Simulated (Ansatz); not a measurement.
K2CaC2O6: strain tensor (xx, yy, zz, yz, xz, xy) = (+1.05, −1.47, +1.35, −0.15, −0.76, +0.98) %

The parent structure is K$_{2}$CaC$_{2}$O$_{6}$ (space group R-3m, No. 166; a = 5.381 Å, c = 18.000 Å (hexagonal axes)). Axes: x lies along a and z along c of the hexagonal cell.

One thing is altered: the symmetric strain tensor [0.0105 0.0098 -0.0076; 0.0098 -0.0147 -0.0014; -0.0076 -0.0014 0.0135], atoms relaxed at fixed cell.

All numbers come from r2SCAN, PAW, 500 eV (Ansatz, a first-principles code; spin-orbit coupling left out), earlier PAW set. k-mesh 6×6×6 (Γ-centred); smearing 0.05 eV (Fermi–Dirac).

- Volume per atom = 13.80 Å³ (base 13.68 Å³)
- Space group = P-1 (No. 2) (base R-3m (No. 166))
- Shortest interatomic distance = 1.288 Å (base 1.288 Å)
- Energy relative to the base (free energy F) = +2.6 meV/atom
- Pressure (mean of the normal stresses, compression positive) = -0.21 GPa (base 0.00 GPa)
- Band gap = 5.06 eV (base 5.14 eV)
- Gap character = direct at Γ (base direct at Γ)
- Electron mass = 0.90 mₑ along z, 0.67 mₑ across (at Γ) (base 1.0 mₑ along c, 0.69 mₑ across (at Γ))
- Valence-band top at Γ (three highest levels, from the VBM) = 0.00, -0.16, -1.47 eV (base 0.00, -0.18, -1.45 eV)
- Valley order (the lowest conduction-band minima on the path, energy above the VBM, named in the base's zone) = Γ 5.06 eV; F (1/2, 1/2, 0) 5.60 eV; F (1/2, 0, 1/2) 5.63 eV; F (0, 1/2, 1/2) 5.67 eV
- Largest internal atomic displacement = 0.058 Å
- Stress (xx, yy, zz, yz, xz, xy; compression positive) = (-1.14, 1.06, -0.55, 0.19, 0.36, -0.96) GPa

Masses are band curvatures over ±0.01 Å⁻¹ around the edge. Whether these cells are dynamically stable was not tested. k-point labels follow each cell's own Brillouin zone.
